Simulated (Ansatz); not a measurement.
Take Ag in the fcc (Cu type) structure (space group Fm-3m, No. 225; a = 4.0009 Å; relaxed with 0.1 eV smearing) as the base.

The values are results of plane-wave PAW DFT at the LDA level (Ansatz, an electronic-structure program, 420 eV), scalar-relativistic without spin-orbit coupling, not measurements.

Strains are applied to the cell and any free atomic positions relax.

One change was made to it. Results:

| quantity | base | after |
|---|---|---|
| pressure | 0.0 GPa | -5.5 GPa |
| energy relative to the base (free energy F) | 0 meV/atom | +13 meV/atom |

Q: Name the change that was made.
A. isotropic strain +1.50 %
B. isotropic strain +2.50 %
C. isotropic strain +2.00 %
D. isotropic strain −1.00 %
E. isotropic strain −3.00 %

A: A, isotropic strain +1.50 %. For comparison, the energy relative to the base in the other runs: isotropic strain −1.00 % gives +6.6 meV/atom; isotropic strain +2.00 % gives +23 meV/atom; isotropic strain −3.00 % gives +65 meV/atom; isotropic strain +2.50 % gives +35 meV/atom.

No phonon test of stability was made.
